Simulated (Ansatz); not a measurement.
# KTaO3 under a change: uniaxial strain ε_zz = −1.20 %

Take KTaO$_{3}$ in the cubic perovskite structure (space group Pm-3m, No. 221; a = 3.9520 Å) as the base. Axes: x, y, z lie along the cube axes.

One thing is altered: uniaxial strain ε_zz = −1.20 %, all other strain components held at zero; the atoms relax in the strained cell.

All numbers come from LDA (Ansatz, a first-principles code, PAW, no spin-orbit coupling). k-mesh 8×8×8 (Γ-centred); smearing 0.05 eV (Fermi–Dirac).

The volume per atom decreases by 0.148 Å³ (12.34 Å³ → 12.20 Å³) and the space group changes from Pm-3m (No. 221) to P4/mmm (No. 123). The energy increases by 2.9 meV/atom and the pressure (mean of the normal stresses, compression positive) increases by 2.77 GPa to 2.76 GPa. The band gap stays 2.13 eV and the gap character amounts to indirect, A → Γ. The smallest direct gap is nearly the same (2.73 eV against 2.72 eV) and the stress (xx, yy, zz, yz, xz, xy; compression positive) is (1.01, 1.01, 6.26, 0.00, 0.00, 0.00) GPa.

Final structure:

```
CELL_PARAMETERS angstrom
      3.95200     0.00000     0.00000
      0.00000     3.95200     0.00000
      0.00000     0.00000     3.90457
ATOMIC_POSITIONS crystal
  K  0.00000 0.00000 0.00000
  Ta 0.50000 0.50000 0.50000
  O  0.50000 0.00000 0.50000
  O  0.00000 0.50000 0.50000
  O  0.50000 0.50000 0.00000
```

With Ta present, leaving out spin-orbit coupling can change the band edges. Stability against distortions was not tested. k-point labels follow each cell's own Brillouin zone.
